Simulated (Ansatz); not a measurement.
The parent structure is SbP in the CsCl type structure (space group Pm-3m, No. 221; a = 3.458 Å; a hypothetical phase, not in the database extracts checked).

(Cell as relaxed with PBE.)

Levels (all Ansatz, a program for electronic structure, PAW): PBE (420 eV, no spin-orbit coupling); r2SCAN (500 eV, no spin-orbit coupling).

Each level relaxes its own structure.

| base | PBE | r2SCAN |
|---|---|---|
| volume per atom | 20.67 Å³ | 20.51 Å³ |
| lattice parameter a | 3.458 Å | 3.449 Å |
| band gap | zero | zero |

Now apply this change: Ga takes the place of P on all its sites, then cell and atoms are relaxed.

```
quantity                 PBE   r2SCAN
-------------------  -------  -------
lattice parameter a  3.611 Å  3.579 Å
band gap                zero     zero
```

PBE's lattice parameter a lies 0.032 Å above r2SCAN's (0.9 %); the two agree on the band gap. Neither level is exact; r2SCAN is the comparison here, not a measurement.

No phonon test of stability was made. As relaxed here, GaSb is a hypothetical phase, not in the database extracts checked. The final runs are not spin-polarised.
